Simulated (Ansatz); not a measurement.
Base system: ZnS in the wurtzite structure (space group P6_3mc, No. 186; a = 3.782 Å, c = 6.208 Å). Axes: x lies along a and z along c of the hexagonal cell.

Now apply this change: the cell is compressed by 2.40 % along x with no lateral relaxation; the atoms relax in the strained cell.

Level of theory: PBEsol (Ansatz, a quantum-chemistry and plane-wave program), no spin-orbit coupling.

Q: Give the band edges at the high-symmetry points of the new zone, measured from its valence-band maximum.

A: 
| point | valence edge (eV) | conduction edge (eV) |
|---|---|---|
| Γ | 0.00 | 2.16 |
| Y | -0.91 | 3.66 |
| C₀ | -2.36 | 3.80 |
| Σ₀ | -2.36 | 3.80 |
| Z | -0.48 | 3.54 |
| A₀ | -1.61 | 4.29 |
| E₀ | -1.61 | 4.29 |
| T | -1.68 | 3.34 |
| S | -1.08 | 3.37 |
| R | -1.86 | 3.26 |

The gap is 2.16 eV, direct at Γ.

Stability against distortions was not tested. Labels are those of the standard path for the cell's own space group.
